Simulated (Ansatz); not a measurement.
Take MgTe in the wurtzite structure (space group P6_3mc, No. 186) as the base.

Space group P6₃mc (No. 186); a = 4.5089 Å, b = 4.5089 Å, c = 7.3377 Å, α = 90.00°, β = 90.00°, γ = 120.00°

```tsv
atom	site	symmetry	x	y	z
Mg	2b	3m.	0.6667	0.3333	0.4998
Te	2b	3m.	0.3333	0.6667	0.3762
```

Computed with LDA in Ansatz (plane waves to 420 eV, PAW, no SOC).

For the base:

The pressure comes out as 0.00 GPa.

It is then changed as follows: every lattice vector is shortened by 1.80 %; the atoms relax in the strained cell.

**Question.** Predict the new pressure.

**Answer.** The pressure (mean of the normal stresses, compression positive) goes from zero to 2.37 GPa.

**Question.** What happens to the energy relative to the base?

**Answer.** The energy grows by 12 meV/atom.

Stability against distortions was not tested.

Ansatz is a program for electronic structure.
